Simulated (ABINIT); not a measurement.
ABINIT run on SrZn5 (P6/mmm, 6 atoms in the cell): self-consistent single point

Method of the run: PBEsol, PAW (JTH v2.0 PBE PAW, files made for PBE) (plane waves; ABINIT).

This input was run:

```
# SrZn5, JTH v2.0 PBE PAW
pp_dirpath "./"
pseudos "Sr.GGA_PBE-JTH.xml, Zn.GGA_PBE-JTH.xml"
acell 3*1.0
rprim
        10.3675860721   -0.0000001234    0.0000000000
        -5.1837929292    8.9785929761    0.0000000000
         0.0000000000    0.0000000000    7.9341285178
natom 6
ntypat 2
znucl 38 30
typat 1 2 2 2 2 2
xcart
         0.0000000000    0.0000000000    0.0000000000
         5.1837930717    2.9928642431    0.0000000000
         0.0000000713    5.9857286096    0.0000000000
         5.1837930361   -0.0000000617    3.9670642589
         2.5918965715    4.4892964263    3.9670642589
        -2.5918964646    4.4892964880    3.9670642589
ecut 816 eV
pawecutdg 1633 eV
pawxcdev 0
ixc -116133
occopt 3
tsmear 0.00367493
nband 45
kptopt 1
ngkpt 5 5 5
nshiftk 1
shiftk 0 0 0
nstep 50
toldfe 1.0e-09
prtwf 0
prtden 0
prtvol 1
```

Output (repeated stretches shortened):

```
 Symmetries : space group P6/m m m (#191); Bravais hP (primitive hexag.)

 -outvars: echo values of preprocessed input variables --------
            acell      1.0000000000E+00  1.0000000000E+00  1.0000000000E+00 Bohr
             ecut      2.99874495E+01 Hartree
              ixc     -116133
         kptrlatt        5    0    0      0    5    0      0    0    5
          kptrlen      3.96706426E+01
            natom           6
            nband          45
            ngfft          54      54      40
          ngfftdg          75      75      60
             nkpt          15
            nstep          50
             nsym          24
           ntypat           2
           occopt           3
        pawecutdg      6.00116484E+01 Hartree
         pawxcdev           0
            rprim      1.0367586072E+01 -1.2340000000E-07  0.0000000000E+00
                      -5.1837929292E+00  8.9785929761E+00  0.0000000000E+00
                       0.0000000000E+00  0.0000000000E+00  7.9341285178E+00
          spgroup         191
           toldfe      1.00000000E-09 Hartree
           tsmear      3.67493000E-03 Hartree
            typat      1  2  2  2  2  2
           useylm           1
             xred      0.0000000000E+00  0.0000000000E+00  0.0000000000E+00
                       6.6666666667E-01  3.3333333333E-01  0.0000000000E+00
                       3.3333333333E-01  6.6666666667E-01  0.0000000000E+00
                       5.0000000000E-01  0.0000000000E+00  5.0000000000E-01
                       5.0000000000E-01  5.0000000000E-01  5.0000000000E-01
                       0.0000000000E+00  5.0000000000E-01  5.0000000000E-01
            znucl       38.00000   30.00000

== DATASET  1 ==================================================================

 Real(R)+Recip(G) space primitive vectors, cartesian coordinates (Bohr,Bohr^-1):
 R(1)= 10.3675861 -0.0000001  0.0000000  G(1)=  0.0964545  0.0556880  0.0000000
 R(2)= -5.1837929  8.9785930  0.0000000  G(2)=  0.0000000  0.1113760  0.0000000
 R(3)=  0.0000000  0.0000000  7.9341285  G(3)=  0.0000000  0.0000000  0.1260378
 Unit cell volume ucvol=  7.3855894E+02 bohr^3
 Angles (23,13,12)=  9.00000000E+01  9.00000000E+01  1.20000000E+02 degrees

 Coarse grid specifications (used for wave-functions):

 getcut: wavevector=  0.0000  0.0000  0.0000  ngfft=  54  54  40
         ecut(hartree)=     29.987   => boxcut(ratio)=   2.04515

 Fine grid specifications (used for densities):

 getcut: wavevector=  0.0000  0.0000  0.0000  ngfft=  75  75  60
         ecut(hartree)=     60.012   => boxcut(ratio)=   2.04703

   4.51836202E+03                                ecore*ucvol(ha*bohr**3)

_setup2: Arith. and geom. avg. npw (full set) are    5791.784    5791.775

--- !BeginCycle
solver: {iscf: 17, nstep: 50, nline: 4, wfoptalg: 10, }
tolerances: {toldfe: 1.00E-09, }
...

     iter   Etot(hartree)      deltaE(h)  residm     nres2
 ETOT  1  -349.54577208383    -3.495E+02 8.162E+00 4.173E+01
 ETOT  2  -352.61241103022    -3.067E+00 3.402E-01 1.957E+01
 ETOT  3  -352.58922594978     2.319E-02 2.233E-01 6.055E+00
 ETOT  4  -352.57966717088     9.559E-03 4.758E-02 6.942E-01
 ETOT  5  -352.57811457383     1.553E-03 3.207E-02 3.292E-02
 ETOT  6  -352.57968597394    -1.571E-03 2.756E-02 2.704E-02
   [... 29 lines left out ...]
 ETOT 36  -352.57973534284    -4.729E-10 4.840E-05 6.483E-07
 ETOT 37  -352.57973534154     1.294E-09 3.951E-05 4.650E-09
 ETOT 38  -352.57973534428    -2.740E-09 3.799E-05 1.571E-07
 ETOT 39  -352.57973534441    -1.305E-10 3.103E-05 1.493E-07
 ETOT 40  -352.57973534450    -9.157E-11 2.973E-05 1.910E-07

 At SCF step   40, etot is converged :
  for the second time, diff in etot=  9.157E-11 < toldfe=  1.000E-09

 Cartesian components of stress tensor (hartree/bohr^3)
  sigma(1 1)=  5.24154259E-05  sigma(3 2)=  0.00000000E+00
  sigma(2 2)=  5.24154258E-05  sigma(3 1)=  0.00000000E+00
  sigma(3 3)=  4.90109071E-05  sigma(2 1)=  1.62810423E-14

 ----iterations are completed or convergence reached----

 reduced coordinates (array xred) for    6 atoms
       0.000000000000      0.000000000000      0.000000000000
       0.666666666667      0.333333333333      0.000000000000
       0.333333333333      0.666666666667      0.000000000000
       0.500000000000      0.000000000000      0.500000000000
       0.500000000000      0.500000000000      0.500000000000
       0.000000000000      0.500000000000      0.500000000000
 cartesian forces (eV/Angstrom) at end:
    1      0.00000000000000     0.00000000000000    -0.00000000000000
    2     -0.00000000000000     0.00000000000000    -0.00000000000000
    3      0.00000000000000    -0.00000000000000    -0.00000000000000
    4      0.00000000000000     0.00000000000000    -0.00000000000000
    5      0.00000000000000     0.00000000000000    -0.00000000000000
    6      0.00000000000000     0.00000000000000    -0.00000000000000
 frms,max,avg= 1.6898865E-28 4.6585109E-28   0.000E+00  0.000E+00  0.000E+00 e/A
 length scales=  1.000000000000  1.000000000000  1.000000000000 bohr
              =  0.529177208590  0.529177208590  0.529177208590 angstroms
 Fermi (or HOMO) energy (hartree) =   0.31567   Average Vxc (hartree)=  -0.37719
 Eigenvalues (hartree) for nkpt=  15  k points:
 kpt#   1, nband= 45, wtk=  0.00800, kpt=  0.0000  0.0000  0.0000 (reduced coord)
  -0.96379   -0.30821   -0.30821   -0.30317   -0.02517    0.02682    0.03347    0.03347
   0.03758    0.03758    0.03829    0.04344    0.04344    0.04706    0.04868    0.04890
   0.04890    0.05500    0.05500    0.05937    0.05937    0.06205    0.06331    0.06472
   0.06472    0.06784    0.06784    0.07596    0.07876    0.07876    0.18739    0.22742
   0.22742    0.28905    0.31428    0.31428    0.32205    0.44211    0.47963    0.47963
   0.51847    0.51847    0.52742    0.52972    0.53415
      occupation numbers for kpt#   1
   2.00000    2.00000    2.00000    2.00000    2.00000    2.00000    2.00000    2.00000
   2.00000    2.00000    2.00000    2.00000    2.00000    2.00000    2.00000    2.00000
   2.00000    2.00000    2.00000    2.00000    2.00000    2.00000    2.00000    2.00000
   2.00000    2.00000    2.00000    2.00000    2.00000    2.00000    2.00000    2.00000
   2.00000    1.99857    1.18607    1.18607    0.29949    0.00000    0.00000    0.00000
   0.00000    0.00000    0.00000    0.00000    0.00000
 prteigrs : prtvol=0 or 1, do not print more k-points.

--- !EnergyTerms
comment             : Components of total free energy in Hartree
kinetic             :  4.21230830981298E+01
hartree             :  9.09640742520319E+01
xc                  : -1.56833875715355E+01
Ewald energy        : -2.27744617208984E+02
psp_core            :  6.11780827388242E+00
local_psp           : -3.32741918671427E+02
spherical_terms     :  8.43888451245847E+01
internal            : -3.52576112703318E+02
'-kT*entropy'       : -3.61617427041560E-03
total_energy        : -3.52579728877589E+02
total_energy_eV     : -9.59418234374279E+03
...

-Cartesian components of stress tensor (GPa)         [Pressure= -1.5087E+00 GPa]
- sigma(1 1)=  1.54211481E+00  sigma(3 2)=  0.00000000E+00
- sigma(2 2)=  1.54211481E+00  sigma(3 1)=  0.00000000E+00
- sigma(3 3)=  1.44195043E+00  sigma(2 1)=  4.79004721E-10

 Calculation completed.
```

The run converged in 40 iterations.

The starting cell comes from a database of computed structures (which also holds hypothetical and non-ambient phases and stackings), without a prior relaxation at this level. The potentials were made for another functional than the one used.

Cost on one core of a shared machine: roughly 7 min.
